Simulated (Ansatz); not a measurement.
Start from a 12-atom supercell of TiS$_{2}$ in the CdI2 type structure (space group P-3m1, No. 164; a = 3.3605 Å, c = 5.5229 Å; layered, stacked along the Cartesian z axis) at its relaxed geometry.

Level of theory: PBE-D3(BJ)/PAW in Ansatz (a first-principles code), no spin-orbit coupling, earlier PAW set.

For the base:

| Item | Result |
|---|---|
| Pressure | 0.0 GPa |

One thing is altered: a neutral Se on a S site, atoms relaxed at fixed cell, starting from a slightly rattled geometry.

Tabulated Pauling electronegativity and covalent radius: S 2.58, 1.05 Å; Se 2.55, 1.20 Å.

Question: What happens to the largest displacement of a host atom from its site in the perfect cell?

Answer: The largest displacement of a host atom from its site in the perfect cell comes out as 0.03 Å.

Question: What does the calculation give for the pressure after the change?

Answer: The pressure goes from zero to 0.9 GPa.

The cell is small, so the values are those of an ordered compound at a high defect concentration; dilute-limit values will differ. The final runs are not spin-polarised. The defect cell is not spin-polarised.
